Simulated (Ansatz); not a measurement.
Pb (P6₃/mmc, No. 194, 4 atoms in the cell; start mp-1186444; another form than the element's usual one) was calculated with PBEsol in Ansatz (plane waves, PAW).

Settings: plane-wave cutoff 520 eV, 18×18×6 k mesh (along the axes of the cell as run), Fermi–Dirac smearing 0.05 eV, scalar-relativistic PAW data made under PBE.

Cell (relaxed at this level):

```
Pb
1.0
    3.46999     0.00000     0.00000
   -1.73500     3.00510     0.00000
    0.00000     0.00000    11.50708
Pb
4
Direct
  0.00000   0.00000   0.00000
  0.00000   0.00000   0.50000
  0.33333   0.66667   0.25000
  0.66667   0.33333   0.75000
```

### Question
Predict the bulk modulus.

### Answer

- bulk modulus: 47.4 GPa

The run finds no gap.

Note: the bulk modulus is −V dP/dV from two relaxed cells at ±2 % in volume; the relaxation could not lower the start's symmetry, so the cell can be a saddle point above a distorted one.

Spin–orbit coupling is not included; it can shift volumes and moduli of such heavy elements.

Static lattice: no zero-point or thermal effects.

A start named mp-… is a Materials Project structure, which need not be a measured phase.

Ansatz is a first-principles code.
